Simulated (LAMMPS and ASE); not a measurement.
Interatomic potentials scored against PBE on 5 thermal frames of Si60As4 melt, 64 atoms, from DFT MD at 2090 K and 0 GPa (started from the melt; by its diffusion the run was liquid).

Reference: DFT, PBE, plane waves, Ansatz's default PAW set, run with Ansatz at one k-point, whose own sampling error enters the misses (most for metals); rms force 0.92 eV/Å, static pressure -1.7 GPa, which carries the basis error of a finite cutoff. Potentials ran in LAMMPS and ASE. The MPtrj networks were trained on PBE and PBE+U, and their training set holds relaxations of crystals, many of these compositions among them. Potentials trained on another functional, or fitted to measurement, also carry the gap between that and the reference.

- CHGNet r2SCAN: CHGNet transfer-learned on r2SCAN data
- CHGNet 0.3.0: CHGNet 0.3.0, trained on MPtrj (PBE and PBE+U)
- SevenNet-l3i5: SevenNet-l3i5, trained on MPtrj
- SevenNet-0: SevenNet-0, trained on MPtrj

```json
[
 {"potential": "SevenNet-l3i5", "force RMSE (eV/Å)": "0.21", "RMSE over rms force": "0.23", "force correlation": "0.97", "relative energy RMSE (meV/atom)": "3.9", "static pressure miss (GPa)": "-1.5"},
 {"potential": "SevenNet-0", "force RMSE (eV/Å)": "0.22", "RMSE over rms force": "0.24", "force correlation": "0.97", "relative energy RMSE (meV/atom)": "2.6", "static pressure miss (GPa)": "-1.2"},
 {"potential": "CHGNet 0.3.0", "force RMSE (eV/Å)": "0.24", "RMSE over rms force": "0.26", "force correlation": "0.97", "relative energy RMSE (meV/atom)": "6.8", "static pressure miss (GPa)": "-0.5"},
 {"potential": "CHGNet r2SCAN", "force RMSE (eV/Å)": "0.37", "RMSE over rms force": "0.40", "force correlation": "0.92", "relative energy RMSE (meV/atom)": "7.2", "static pressure miss (GPa)": "-2.8"}
]
```
